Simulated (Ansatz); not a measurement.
System: spinel GeNi2O4. Method: PBEsol in Ansatz (PAW).

Settings: plane-wave cutoff 520 eV, 12×12×12 k mesh, Fermi–Dirac smearing 0.05 eV, spin-polarised start, scalar-relativistic PAW data made under PBE.

Energies at three volumes about the minimum:

```tsv
V (Å³/atom)	E − E_lowest (meV/atom)
9.649	2.63
9.846	0.00
10.042	2.44
```

Fit a parabola by hand: where is the minimum, what lattice constant follows, and what is the bulk modulus?

Slopes: (0.00 − 2.63)/(9.846 − 9.649) = -13.350 and (2.44 − 0.00)/(10.042 − 9.846) = 12.449 meV/Å³. Curvature E″ = 2 × (12.449 − (-13.350))/(10.042 − 9.649) = 131.293 meV/Å⁶. From the middle of the first interval, the slope vanishes at V0 = 9.7475 − (-13.350)/131.293 = 9.849 Å³/atom. B = V0 E″ = 9.849 × 131.293 meV/Å³ × 0.1602 GPa per meV/Å³ = 207 GPa. With 56 atoms in the cube, a = (56 × 9.849)^(1/3) = 8.201 Å. The full Birch–Murnaghan fit to all volumes gives V0 = 9.846 Å³/atom and B0 = 206 GPa.

Note: the magnetic order was assumed, not searched for or taken from measurement; the relaxation could not lower the start's symmetry, so the cell can be a saddle point above a distorted one.

Ansatz is an electronic-structure program.
